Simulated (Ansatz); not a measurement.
## Al2Cu (model structure, started from the C15 type, Fd-3m, No. 227, 6 atoms in the cell): properties by level of theory

```csv
level (code),lattice parameter a (Å),formation enthalpy (eV/atom)
PBE (Ansatz),7.309,0.322
PBEsol (Ansatz),7.226,0.373
PBE-D3(BJ) (Ansatz),7.188,0.374
```

Ansatz's density-functional and Hartree–Fock values are scalar-relativistic unless marked +SOC, with PAW data made under PBE.

A model structure was made by putting elements into a prototype or built by hand; it is no filed structure, need not be a known phase, and can be a saddle point held by its symmetry.

Ansatz is a program for electronic structure.
